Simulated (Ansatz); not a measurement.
CdTe under load (space group F-43m), r2SCAN with spin-orbit coupling, rigid bands in Ansatz (a first-principles code). Condition of this run: hydrostatic pressure of 3 GPa (compression positive) (the target of the relaxation). Band gap 1.21 eV, N_c = 8.22e17 cm⁻³ and N_v = 1.66e19 cm⁻³ at 300 K, conductivity masses of 0.108 mₑ (electrons) and 0.485 mₑ (holes). Take k_BT = 0.02585 eV.

Problem. What thermal injection velocity √(2k_BT/πm) limits a ballistic channel?

Solution. 1.64e7 cm/s for electrons and 7.73e6 cm/s for holes, a ratio of √(m_h/m_e) = 2.12, for dilute carriers.

Problem. Find the intrinsic carrier density and the intrinsic Fermi level.

Solution. n_i = √(N_c N_v) exp(−E_g/2k_BT) = 3.69e18 × exp(−23.40) = 2.5e8 cm⁻³. The level lies (k_BT/2) ln(N_v/N_c) = 39 meV from mid-gap (positive towards the conduction band). Each 0.1 eV added to the gap lowers n_i by a factor of 6.9.

Rigid bands with the computed gap; masses take one relaxation time for all states. Geometry: cell and atoms relaxed with PBEsol.
